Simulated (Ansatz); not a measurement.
Abridged Ansatz (a program for electronic structure) output:

```
Relaxation: its limit of steps is 50 (relax.max_steps)
Pseudopotential: Zr, paw, valence charge 12
Crystal: 2 atoms, lattice volume = 39.784 Å³
Basis set: ecut = 420 eV, 785 PW (Γ), exchange–correlation on 48×48×72 points (8 copies of the dense FFT grid, shifted against one another)
Bands: 16, of which v1, the nominal top of the filled ones, is band 12 counted from 1 (11 counted from 0)
Symmetry: 24 space group operations
k-points: 336 of 5292
Functional: x = slater, c = lda
SCF iter   1: F=—  HF=-8154.839776 eV  |F-HF|=—  |Δ(HF+E_count)|=         —  Δρ=5.92e-3  dr2=3.80e-3  ethr=1.77e-3  ⟨swp⟩=4.9  Hψ=22962  notcnv=0
SCF iter   2: F=—  HF=-8154.838981 eV  |F-HF|=—  |Δ(HF+E_count)|=   7.95e-4  Δρ=3.41e-3  dr2=1.38e-3  ethr=1.58e-5  ⟨swp⟩=2.1  Hψ=10298  notcnv=0
SCF 1 converged in 7 iterations: F = -8154.839025 eV  dr2 = 1.43e-10
relax step   1: F+E_penalty+E_count = -8154.83902542 eV  Δ(F+E_penalty+E_count) = +0.000e0 eV  max|allowed force component| = 8.095e-17 eV/Å  Δτ_max = 0.0000 Å  (7 SCF iters, accepted)
SCF converged after 7 iterations
Free energy (F): -8154.839025 eV
Internal energy: -8154.773144 eV  (E = F + TS)
E sigma→0 (E₀):  -8154.806085 eV
Entropy (-TS):   -0.065882 eV (-32.941 meV/atom)
Fermi energy:    16.421744 eV
--- Forces (eV/Å), atoms counted from 1 ---
  atom   1  Zr     0.00000000    -0.00000000     0.00000000
  atom   2  Zr     0.00000000     0.00000000     0.00000000
--- Stress (GPa, compression-positive) ---
       10.433071       0.000000       0.000000
        0.000000      10.433071       0.000000
        0.000000       0.000000      12.060698
  P = ⅓ Tr σ = 10.9756 GPa (109.756 kbar)
--- Relaxed structure (1 steps of the walk, 1 accepted, 0 SCFs on fresh bases) ---
  atoms:
    - { symbol: Zr, position: [0.6666666666666665, 0.3333333333333333, 0.7499999999999999] }
    - { symbol: Zr, position: [0.3333333333333333, 0.6666666666666666, 0.24999999999999997] }
```

Question: What was computed, and what are the main results?

Answer: Zr, 2 atoms in the cell, with Kohn–Sham DFT with the LDA functional, run in Ansatz with PAW and 420 eV plane waves, no SOC. The last SCF converged to F = -8154.839025 eV, or -4077.4195 eV per atom, at a pressure of 10.98 GPa. The total energy compares only with runs of the same code, potentials and settings.

The cells carry an imposed strain or load. Whether these cells are dynamically stable was not tested. The final runs are not spin-polarised. The cell was made from Zr in the hcp (Mg type) structure (space group P6_3/mmc, No. 194) by this change: isotropic strain −3.00 %.

Keys are those of Ansatz 0.2.
